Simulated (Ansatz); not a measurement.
The structure below was relaxed with PBE (Ansatz, a quantum-chemistry and plane-wave program), spin-orbit coupling left out, at pressure 7 GPa.

```
FeS2
1.0
    4.37075     0.00000     0.00000
    0.00000     5.33920     0.00000
    0.00000     0.00000     3.34337
Fe S
2 4
Direct
  0.00000   0.00000   0.00000
  0.50000   0.50000   0.50000
  0.20515   0.37526   0.00000
  0.70515   0.12474   0.50000
  0.29485   0.87526   0.50000
  0.79485   0.62474   0.00000
```

Question: Find the space group and the Wyckoff positions.

Answer: Space group Pnnm (No. 58); a = 4.3707 Å, b = 5.3392 Å, c = 3.3434 Å, α = 90.00°, β = 90.00°, γ = 90.00°

| atom | site | symmetry | x | y | z |
|---|---|---|---|---|---|
| Fe | 2a | ..2/m | 0.0000 | 0.0000 | 0.0000 |
| S | 4g | ..m | 0.2052 | 0.3753 | 0.0000 |

Question: Describe the coordination.

Answer: The crystal has 6 atoms in its conventional cell. Conventional cell: a = 4.3707 Å, b = 5.3392 Å, c = 3.3434 Å, α = β = γ = 90.00°. Fe sees 6 S at 2.195–2.213 Å (octahedral). S has 3 Fe at 2.195–2.213 Å and 1 S at 2.234 Å (tetrahedral). (Neighbours: up to the widest gap in distance over summed covalent radii, below 1.35, at either atom; cation-cation and far metal-metal contacts left out.)

Load acts through the strain it causes; cell and atoms are relaxed under it. No phonon test of stability was made. Competing high-pressure phases were not computed. All final runs are without spin polarisation. The cell was made from FeS$_{2}$ (space group Pnnm, No. 58; non-magnetic) by this change: pressure 7 GPa.
